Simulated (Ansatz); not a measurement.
Base system: ZnSe in the zinc blende structure (space group F-43m, No. 216; a = 5.6335 Å).

Now apply this change: a fraction x = 0.333 of the Zn sites is given to Cd, ordered in a cell of 6 atoms (starting symmetry Imm2) and fully relaxed.

The other end (x = 1) is CdSe in the zinc blende structure (space group F-43m, No. 216): 28.12 Å³/atom, gap 0.48 eV.

Levels (all Ansatz, a first-principles code, PAW): PBEsol (420 eV, no SOC); r2SCAN (500 eV, no SOC).

The geometry is relaxed with PBEsol.

| Item | Result |
|---|---|
| PBEsol band gap | 0.87 eV |
| PBEsol pressure | 0.00 GPa |
| PBEsol gap character | direct at Γ |
| PBEsol width of the top valence band | 1.48 eV |

With r2SCAN at the same geometry, the band gap rises by 0.66 eV, from 0.87 eV to 1.53 eV; the pressure goes from zero to 1.26 GPa; the gap character (in this cell's own zone, which can be folded) remains direct at Γ; the width of the top valence band hardly moves (1.48 eV against 1.47 eV).

Single points use the geometry relaxed with PBEsol. Their cutoffs differ, which shifts pressures a little. These are small ordered cells, not random alloys; other orderings at the same x differ. Whether these cells are dynamically stable was not tested. Labels are those of the standard path for the cell's own space group.
